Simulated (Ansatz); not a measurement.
System: Ba₂ZrS₄ (I4/mmm, No. 139; cell taken from a computed entry). Method: PBE0 (Ansatz, a program for electronic structure, plane waves, PAW).

Numerical settings: plane-wave cutoff 460 eV, 6×6×6 k mesh, Fermi–Dirac smearing 0.01 eV, scalar-relativistic PAW data made under PBE.

Cell (relaxed with PBEsol):

```
Ba2ZrS4
1.0
   -2.46283     2.46283     7.78583
    2.46283    -2.46283     7.78583
    2.46283     2.46283    -7.78583
Ba Zr S
2 1 4
Direct
  0.64102   0.64102   0.00000
  0.35898   0.35898   0.00000
  0.00000   0.00000   0.00000
  0.50000   0.00000   0.50000
  0.00000   0.50000   0.50000
  0.83579   0.83579   0.00000
  0.16421   0.16421   0.00000
```

### Question
Give the computed band gap and smallest direct gap on the k points sampled.

### Answer

- band gap = 1.96 eV (on the SCF k mesh)
- smallest direct gap on the k points sampled = 2.10 eV

Note: cell and atoms aren't relaxed at this level (largest force component 0.08 eV/Å, pressure 1.9 GPa).

Spin–orbit coupling is not included.

The computed numbers hold no vibrational or temperature effects.
